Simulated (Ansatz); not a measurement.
Input and output of a self-consistent single point for the (001) slab of LaBPd3 (cut from a parent of space group no. 221; 10 atoms in the cell) (Ansatz, a first-principles code).

Method of the run: PBEsol, default PAW files made with PBE (plane waves; Ansatz).

```
CELL_PARAMETERS angstrom
      4.39533     0.00000     0.00000
      0.00000     4.39533     0.00000
      0.00000     0.00000    20.59300
ATOMIC_POSITIONS crystal
  La 0.00000 0.00000 0.44664
  B  0.50000 0.50000 0.33992
  Pd 0.00000 0.50000 0.33992
  Pd 0.50000 0.00000 0.33992
  Pd 0.50000 0.50000 0.44664
  La 0.00000 0.00000 0.66008
  B  0.50000 0.50000 0.55336
  Pd 0.00000 0.50000 0.55336
  Pd 0.50000 0.00000 0.55336
  Pd 0.50000 0.50000 0.66008
```

Reference input (self-consistent single point, DFT, PBEsol, plane waves, default PAW files made with PBE): basis.ecutwfc = 420 eV; kpoints.mp_grid.grid = 7 7 1; hamiltonian.xc = pbesol; hamiltonian.pseudopotentials = {kind: paw} (the program's default PAW files); scf.occupations.method = fermi_dirac; scf.occupations.width = 0.1 eV. This run's input differs from it in these lines:

Ansatz 0.2 input:
```diff
@@ -19,3 +19,3 @@
 kpoints:
-  mp_grid: { grid: [7, 7, 1] }
+  mp_grid: { grid: [5, 5, 1] }
 hamiltonian:
```

Output, abridged:

```
SCF iter   1: F=—  HF=-54070.203160 eV  |F-HF|=—  |Δ(HF+E_count)|=         —  Δρ=7.71e-3  dr2=4.26e0  ethr=1.77e-3  ⟨swp⟩=7.0  Hψ=2078  notcnv=0
all-band conjugate gradients solve this SCF's bands
preconditioner: auto → LDOS
SCF iter   2: F=—  HF=-54070.088321 eV  |F-HF|=—  |Δ(HF+E_count)|=   1.15e-1  Δρ=7.65e-3  dr2=2.58e-1  ethr=1.77e-3  ⟨swp⟩=2.5  Hψ=820  notcnv=0
   [... lines left out ...]
SCF iter   7: F=—  HF=-54070.040198 eV  |F-HF|=—  |Δ(HF+E_count)|=   9.70e-5  Δρ=4.75e-5  dr2=2.19e-5  ethr=4.51e-8  ⟨swp⟩=2.3  Hψ=856  notcnv=0
SCF iter   8: F=—  HF=-54070.040199 eV  |F-HF|=—  |Δ(HF+E_count)|=   9.86e-7  Δρ=1.38e-5  dr2=3.65e-6  ethr=1.61e-8  ⟨swp⟩=2.0  Hψ=625  notcnv=0
SCF iter   9: F=—  HF=-54070.040200 eV  |F-HF|=—  |Δ(HF+E_count)|=   1.02e-6  Δρ=7.64e-6  dr2=5.89e-7  ethr=2.68e-9  ⟨swp⟩=2.3  Hψ=733  notcnv=0
SCF iter  10: F=-54070.040200 eV  HF=-54070.040200 eV  |F-HF|=2.71e-9  |Δ(HF+E_count)|=   3.12e-7  Δρ=2.84e-6  dr2=5.42e-8  ethr=7.35e-11  ⟨swp⟩=8.7  Hψ=2328  notcnv=0
SCF 1 converged in 10 iterations: F = -54070.040200 eV  dr2 = 5.42e-8
Free energy (F): -54070.040200 eV
Internal energy: -54069.827029 eV  (E = F + TS)
E sigma→0 (E₀):  -54069.933614 eV
Entropy (-TS):   -0.213172 eV (-21.317 meV/atom)
Fermi energy:    4.527383 eV
--- Forces (eV/Å), atoms counted from 1 ---
  atom   1  La    -0.00000000     0.00000000    -0.48920235
  atom   2  B     -0.00000000     0.00000000    -0.18690169
  atom   3  Pd    -0.00000000     0.00000000     0.67858954
  atom   4  Pd    -0.00000000     0.00000000     0.67858954
  atom   5  Pd    -0.00000000     0.00000000    -0.12568698
  atom   6  La     0.00000000     0.00000000     0.10203413
  atom   7  B      0.00000000     0.00000000     0.87271685
  atom   8  Pd    -0.00000000     0.00000000    -0.07898187
  atom   9  Pd     0.00000000     0.00000000    -0.07898187
  atom  10  Pd     0.00000000     0.00000000    -1.37234338
--- Stress (GPa, compression-positive) ---
       -4.867185       0.000000      -0.000000
        0.000000      -4.867185       0.000000
       -0.000000       0.000000      -2.665114
  P = ⅓ Tr σ = -4.1332 GPa (-41.332 kbar)
  The stress holds the Pulay correction. Without it, at fixed plane waves, as pw.x and ABINIT print it: P = -4.1534 GPa
```

The run converged in 10 iterations. Against the reference run the free energy hardly moves (within 1 meV/atom) and the largest force goes from 1.343 to 1.372 eV/Å.

The starting cell comes from a database of computed structures (which also holds hypothetical and non-ambient phases and stackings), without a prior relaxation at this level. The slab is cut from that crystal, and its faces are unrelaxed. Its lattice was rescaled by up to half a per cent. Spin polarisation is off. The two faces of this cut differ, and no dipole correction was used. Forces in this geometry exceed 1 eV/Å.
